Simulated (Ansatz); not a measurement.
Consider SiC in the zinc blende structure (space group F-43m, No. 216).

```yaml
crystal:
  lattice:
    - [0.00000, 2.17817, 2.17817]
    - [2.17817, 0.00000, 2.17817]
    - [2.17817, 2.17817, 0.00000]
  atoms:
    - { symbol: Si, position: [0.00000, 0.00000, 0.00000] }
    - { symbol: C, position: [0.25000, 0.25000, 0.25000] }
```

Cartesian axes are those of the cell as printed.

Method: r2SCAN (Ansatz, a quantum-chemistry and plane-wave program), no spin-orbit coupling.

Before the change:

- Electron mass = 0.64 mₑ along k, 0.23 mₑ across (at X)

Perturbation: uniaxial strain ε_zz = +1.00 %, all other strain components held at zero; the atoms relax in the strained cell.

What happens to the electron mass and stress?

The electron mass remains 0.64 mₑ along k, 0.23 mₑ across (at X); the stress (xx, yy, zz, yz, xz, xy; compression positive) comes out as (-1.28, -1.28, -4.11, 0.00, 0.00, 0.00) GPa.

The levels and masses belong to the bands next to the band gap. Masses are band curvatures over ±0.01 Å⁻¹ around the edge. Along k means along the line from Γ to the band edge. Stability against distortions was not tested.
